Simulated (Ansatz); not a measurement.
Where the default PAW files enter, the runs use the earlier of Ansatz's two default sets.

Here is the system:

```
MoSe2
1.0
    5.67595     0.00000     0.00000
    0.00000    12.72463     0.00000
    2.83798     0.00000     1.63851
Mo Se
2 4
Cartesian
  1.89198   9.54347   0.00000
  3.78397   3.18116   0.00000
  3.78397  11.21735   0.00000
  1.89198   1.50728   0.00000
  1.89198   4.85504   0.00000
  3.78397   7.86959   0.00000
```

Space group of this cell: P6_3/mmc. The cell was relaxed by PBE-D3(BJ); by PBEsol its mean pressure is -1.0 GPa.

Transport runs along the normal of the first two printed cell vectors, the (110) plane of the conventional cell.

The gap is the functional's own. No spin-orbit coupling. Mid-gap values are interpolated on the energy grid.

Task: Give the band gap and the smallest decay constant κ at mid-gap that PBEsol (Ansatz, a program for electronic structure) yields.

Result: Gap 0.73 eV on a 18×4×18 mesh; κ = 0.183 1/Å, at the zone centre.
